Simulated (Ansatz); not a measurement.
Consider SiSe₂ (space group Ibam, No. 72; a = 6.3014 Å, b = 9.3016 Å, c = 5.8556 Å; made of chains). Axes: x, y, z lie along a, b, c of the conventional cell.

Method: Kohn–Sham DFT with the PBEsol functional, run in Ansatz (an electronic-structure program) with PAW and 420 eV plane waves, without spin-orbit coupling.

Strains are applied to the cell and any free atomic positions relax; under biaxial strain the out-of-plane vector relaxes too.

One change was made to it. Results:

```tsv
quantity	base	after
energy relative to the base (free energy F)	0 meV/atom	+0.5 meV/atom
pressure (mean of the normal stresses, compression positive)	0.01 GPa	0.17 GPa
band gap	1.65 eV	1.66 eV
```

Problem. Which change produced these results?
(A) strain tensor (xx, yy, zz, yz, xz, xy) = (+0.39, +0.27, −0.60, −0.86, −0.34, +0.81) %
(B) isotropic strain −0.97 %
(C) isotropic strain −0.51 %
(D) biaxial strain −1.99 %, plane normal [001], relaxed out of plane

Solution. A, strain tensor (xx, yy, zz, yz, xz, xy) = (+0.39, +0.27, −0.60, −0.86, −0.34, +0.81) %. For comparison, the band gap in the other runs: isotropic strain −0.51 % gives 1.61 eV; isotropic strain −0.97 % gives 1.58 eV; biaxial strain −1.99 %, plane normal [001], relaxed out of plane gives 1.55 eV.

A biaxial case was relaxed in a doubled cell and then solved in the primitive one. Whether these cells are dynamically stable was not tested. No dispersion term is included in the PBEsol runs.
